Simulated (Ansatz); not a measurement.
Fluorite AuAl2, treated with PBEsol in Ansatz (plane waves, PAW).

Numerical settings: plane-wave cutoff 520 eV, 12×12×12 k mesh, Fermi–Dirac smearing 0.1 eV, perturbation theory, force constants from a 4×4×4 q mesh, scalar-relativistic PAW data made under PBE.

Computed at the level's own relaxed cell. Harmonic vibrational thermodynamics at fixed volume:

| T (K) | S_vib (J/K per mol of atoms) | C_V (J/K per mol of atoms) | F_vib (eV/atom) |
|---|---|---|---|
| 300 | 30.30 | 22.81 | -0.0097 |
| 400 | 37.00 | 23.70 | -0.0447 |
| 500 | 42.34 | 24.14 | -0.0859 |
| 600 | 46.76 | 24.38 | -0.1321 |
| 700 | 50.53 | 24.53 | -0.1826 |
| 800 | 53.81 | 24.62 | -0.2367 |
| 900 | 56.72 | 24.69 | -0.2940 |

The crystal is taken as a harmonic solid at every temperature: melting, phase changes and thermal expansion are not seen, nor the electrons' share in a metal.

Ansatz is a first-principles code.
